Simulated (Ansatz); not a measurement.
Input:

```xyz
4
Lattice="3.6781 0.0000 0.0000 0.0000 3.6781 0.0000 0.0000 0.0000 4.4477" Properties=species:S:1:pos:R:3 pbc="T T T"
Sn     1.8390     0.0000     3.2696
Sn     0.0000     1.8390     1.1781
O      1.8390     1.8390     0.0000
O      0.0000     0.0000     0.0000
```

No spin polarisation.

Level of theory: Kohn–Sham DFT with the PBEsol-D3(BJ) functional, run in Ansatz (a program for electronic structure) with PAW and 420 eV plane waves, no spin-orbit coupling. Γ-centred 15×15×13 mesh, Fermi–Dirac width 0.1 eV.

Estimate the band gap.

Zero.

Estimate the pressure (mean of the normal stresses, compression positive).

5.1 GPa.

The cells carry an imposed strain or load. Whether these cells are dynamically stable was not tested. All final runs are without spin polarisation. The cell was made from SnO (space group P4/nmm, No. 129; layered, stacked along the Cartesian z axis) by this change: isotropic strain −2.40 %.
